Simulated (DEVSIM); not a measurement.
Device: illuminated Si n-on-p cell, one wavelength, at 300 K.

| layer (left to right) | material | thickness (μm) | Nd (cm⁻³) | Na (cm⁻³) | τn (s) | τp (s) | absorption coefficient (cm⁻¹) |
|---|---|---|---|---|---|---|---|
| 1 | Si | 0.140 | 6.8e18 | - | 2.3e-6 | 2e-7 | 2600 |
| 2 | Si | 190 | - | 2.5e17 | 1.1e-5 | 1.1e-5 | 2600 |

Left contact: ohmic, minority hole recombination velocity 20000 cm/s. Right contact: ohmic, minority electron recombination velocity 1e6 cm/s. Voltage is applied to the left contact. Recombination: SRH at mid-gap, radiative, Auger. Gap narrowing is on: ΔEg = 6.92 meV × (l + √(l² + 0.5)), l = ln(N/1.3e17 cm⁻³), shared equally by both band edges. Light enters at the left, 2.6e18 photons cm⁻² s⁻¹, one pass, no reflection. Mobility is μmin + (μ − μmin)/(1 + (N/Nref)^α).

The device is made up for the run: typed textbook-type constants, with dimensions and the other settings drawn at random. Values at 300 K; Nc and Nv go as T^1.5, mobilities as T to minus their exponent, the gap by Varshni's rule with the affinity fixed.

```tsv
parameter	Si
gap (eV)	1.124
affinity (eV)	4.05
permittivity	11.7
Nc (cm⁻³)	2.86e19
Nv (cm⁻³)	3.1e19
μn (cm²/Vs)	1417
μp (cm²/Vs)	470
μn,min	52
μp,min	45
Nref,n	9.7e16
Nref,p	2.2e17
αn	0.68
αp	0.72
T exponent of μn	2.3
T exponent of μp	2.2
B (cm³/s)	4.7e-15
Cn (cm⁶/s)	2.8e-31
Cp (cm⁶/s)	9.9e-32
Varshni α (eV/K)	0.000473
Varshni β (K)	636
```

Simulated with DEVSIM: 1D drift-diffusion, Boltzmann statistics, complete ionisation; no tunnelling, impact ionisation, image-force lowering or self-heating.

Base results: fill factor 0.85; dark forward voltage at 100 A/cm² (V) 0.954; short-circuit current (mA/cm²) 402; open-circuit voltage (V) 0.706.

**Question.** What follows from this one change: thickness of layer 1 0.14 → 0.7 μm?

**Answer.** fill factor little changed (0.85); dark forward voltage at 100 A/cm² little changed (0.951 V); short-circuit current 402 → 390 mA/cm²; open-circuit voltage 0.706 → 0.711 V.

**Question.** What follows from this one change: constant mobility in place of the doping-dependent one?

**Answer.** fill factor little changed (0.85); dark forward voltage at 100 A/cm² 0.954 → 0.888 V; short-circuit current 402 → 406 mA/cm²; open-circuit voltage 0.706 → 0.698 V.
